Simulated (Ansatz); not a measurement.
**1T (CdI2-type) MgI2**

Level of theory: LDA (PAW; Ansatz, a first-principles code).

Settings: plane-wave cutoff 520 eV, 12×12×6 k mesh (along the axes of the cell as run), perturbation theory, force constants from a 6×6×2 q mesh, scalar-relativistic PAW data made under PBE.

Cell: relaxed at this level.

For 1T (CdI2-type) MgI2, the high-frequency dielectric constant (mean over three axes) is 4.60, the static dielectric constant (mean over three axes) is 7.65 and the zero-point energy is 0.022 eV/atom.

Spin–orbit coupling is not included.
